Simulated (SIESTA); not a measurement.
SIESTA run on ScAu4 (P1, 5 atoms in the cell): self-consistent single point.

Computed with GGA PBEsol, numerical atomic orbitals TZP, PseudoDojo PBEsol standard norm-conserving potentials (rewritten from UPF to PSML) in SIESTA 5.4.2.

The change in words: atoms moved at random. Reference geometry:
```
ScAu4
1.0
   -3.30473     3.30473     2.03300
    3.30473    -3.30473     2.03300
    3.30473     3.30473    -2.03300
Sc Au
1 4
Direct
  0.00000   0.00000   0.00000
  0.79718   0.60235   0.39953
  0.20282   0.39765   0.60047
  0.60235   0.20282   0.80517
  0.39765   0.79718   0.19483
```

Reference input (self-consistent single point, DFT, GGA PBEsol, numerical atomic orbitals TZP, PseudoDojo PBEsol standard norm-conserving potentials (rewritten from UPF to PSML)): XC.functional = GGA; XC.authors = PBEsol; potentials = PseudoDojo PBEsol standard; PAO.BasisSize = TZP; PAO.EnergyShift = 0.01 Ry; MeshCutoff = 350 Ry; kgrid.MonkhorstPack = 6 6 6; OccupationFunction = FD; ElectronicTemperature = 100 meV; MaxSCFIterations = 150; SCF.Mixer.Method = Pulay; SCF.Mixer.Weight = 0.25. This run's input differs from it in these lines:

```diff
@@ -18,7 +18,7 @@
 %block AtomicCoordinatesAndAtomicSpecies
-     0.000000000    0.000000000    0.000000000  1
-     0.132730679    0.385392312    0.398891580  2
-     0.515684948    0.263023315    0.000000000  2
-     0.263023315    0.781146306   -0.000000000  2
-     0.385392312   -0.132730679    0.398891580  2
+     0.007733005   -0.007898999   -0.012842713  1
+     0.140612171    0.388745269    0.401246237  2
+     0.519666869    0.269085353    0.003908739  2
+     0.261148746    0.777897096    0.003046335  2
+     0.367671762   -0.130997464    0.402424562  2
 %endblock AtomicCoordinatesAndAtomicSpecies
```

Log, with long lists cut:

```
        iscf     Eharris(eV)        E_KS(eV)     FreeEng(eV)     dDmax    Ef(eV) dHmax(eV)
   scf:    1   -17119.182521   -17283.237083   -17283.341312  1.516028 -0.660115 27.290440
   scf:    2   -17333.226290   -17352.343197   -17352.396164  1.279709 -1.611849 16.845711
   scf:    3   -17360.040553   -17356.642327   -17356.697625  0.234538 -1.730930  9.442968
   scf:    4   -17342.642483   -17354.247122   -17354.314488  0.412477 -2.649043 10.912599
   scf:    5   -17356.662022   -17358.431325   -17358.487971  0.242726 -2.120750  3.496740
   [... 5 lines left out ...]
   scf:   11   -17358.783651   -17358.783651   -17358.842385  0.000115 -2.288445  0.012566
   scf:   12   -17358.783625   -17358.783643   -17358.842389  0.000358 -2.289183  0.005993
   scf:   13   -17358.783651   -17358.783647   -17358.842390  0.000090 -2.289008  0.001219
   scf:   14   -17358.783648   -17358.783648   -17358.842390  0.000022 -2.288965  0.000075
SCF Convergence by DM+H criterion
max |DM_out - DM_in|         :     0.0000220687
max |H_out - H_in|      (eV) :     0.0000754419
SCF cycle converged after 14 iterations

Using DM_out to compute the final energy and forces

siesta: E_KS(eV) =           -17358.7836

siesta: E_KS - E_eggbox =    -17358.7836

siesta: Atomic forces (eV/Ang):
     1   -0.343100    0.515977    0.630766
     2   -0.496303    0.037578   -0.087204
     3   -0.145732   -0.500929   -0.204668
     4    0.104739   -0.022245   -0.114485
     5    0.885541   -0.032399   -0.226429
   Tot    0.005145   -0.002018   -0.002020
   Max    0.885541
   Res    0.384038    sqrt( Sum f_i^2 / 3N )
   Max    0.885541    constrained

Stress tensor Voigt[x,y,z,yz,xz,xy] (kbar):       66.14       71.40       66.44       -2.45        2.31       -0.03
   [... lines left out ...]
siesta: FreeEng =    -17358.842390
siesta: Cell volume =         88.811527 Ang**3
siesta:         -67.99248587        -65.89615232  kBar
   [... lines left out ...]

              0.116   0.100   0.093   0.104   0.134   0.130   0.146   0.128

              0.136

mulliken: Qtot =       87.000

Mulliken Atomic Populations:
Atom #   charge [q] valence [e]  Species
     1    -0.652707   11.652707  Sc
     2     0.148174   18.851826  Au
     3     0.161608   18.838392  Au
     4     0.145328   18.854672  Au
     5     0.197597   18.802403  Au
 Total     0.000000
```

The run converged in 14 iterations. Against the reference run the free energy goes up by 20.5 meV/atom, the pressure goes from -7.64 to -6.80 GPa and the largest force goes from 0.087 to 0.915 eV/Å.

The starting cell comes from a database of computed structures (which also holds hypothetical and non-ambient phases and stackings), without a prior relaxation at this level. For this run, on top of that: atoms moved at random. Values carry the incompleteness of an atom-centred basis. With a pressure of about -7 GPa the cell is away from its equilibrium volume at this level.

Cost on one core of a shared machine: roughly 70 s.
